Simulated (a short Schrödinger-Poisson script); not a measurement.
Structure: MOS inversion layer, Al2O3 on p-type Si(100), at 400 K.

From the gate side: 5.8 nm Al2O3; 330 nm Si, acceptors 1.7e18 cm⁻³.

The device is made up for the run: typed textbook-type constants, with dimensions and the other settings drawn at random. Al2O3: permittivity 9, conduction-band edge (eV) 2.7, gap (eV) 6.8, electron mass (mₑ) 0.3. Si: permittivity 11.7, conduction-band edge (eV) 0, gap (eV) 1.124, Nv at 300 K (cm⁻³) 3.1e19.

Channel valleys (confinement mass, in-plane density-of-states mass, number): Δ2 0.916, 0.19, 2; Δ4 0.19, 0.417, 4. At the gate the conduction-band edge of layer 1 lies 2.96 eV − eVg above the Fermi level of the channel; the field vanishes at the back. Gaps are held at their typed values at every temperature. Mesh 0.03 nm at interfaces.

From a short Schrödinger-Poisson script (our own, NumPy): 1D Poisson equation in equilibrium, electrons quantum, Hartree (BenDaniel-Duke, 12 states a valley, the channel's in-plane mass for all, wave functions ending at the dielectric), parabolic valleys, classical holes, full ionisation, no traps, pinning or gate leakage.

```csv
Vg (V),electrons (cm⁻²),C (μF/cm²),Δ2 E0 (meV from the Fermi level),Δ4 E0 (meV from the Fermi level)
0.6,2.09e9,0.324,284.2,369.5
0.7,1.63e10,0.347,212.4,300.7
0.8,1.05e11,0.505,147.0,238.2
0.9,3.94e11,0.768,100.3,194.3
1,8.69e11,0.933,71.4,168.3
1.1,1.44e12,1.02,52.1,151.9
1.2,2.07e12,1.07,37.7,140.3
1.3,2.73e12,1.10,26.2,131.6
1.4,3.41e12,1.12,16.5,124.6
1.5,4.10e12,1.13,8.1,118.7
1.6,4.81e12,1.15,0.5,113.8
1.7,5.52e12,1.16,-6.4,109.4
1.8,6.24e12,1.16,-12.8,105.5
1.9,6.96e12,1.17,-18.8,102.0
2,7.69e12,1.18,-24.4,98.7
2.1,8.42e12,1.18,-29.8,95.7
2.2,9.15e12,1.18,-35.0,92.9
2.3,9.89e12,1.19,-40.0,90.3
```

Gate voltages with under 1e9 electrons/cm² are left out.

**Question.** At Vg = 2.3 V the lowest Δ2 subband lies at -40.0 meV from the Fermi level. How many electrons does it hold, and what share of all?

**Answer.** The two-dimensional density of states is g m/(πħ²) = 1.59e11 cm⁻² meV⁻¹ (both spins), kT = 34.5 meV, so n = D kT ln(1 + exp(−E/kT)) = 7.84e12 cm⁻², 0.79 of the 9.89e12 cm⁻² in all.

**Question.** Compare the slope of the sheet density between 2.1 and 2.3 V with the geometric capacitance of the layers between gate and channel.

**Answer.** q Δn/ΔV = 1.18 μF/cm²; ε0/Σ(t/ε) = 1.37 μF/cm². The ratio is 0.86: the channel acts as a further capacitance in series.
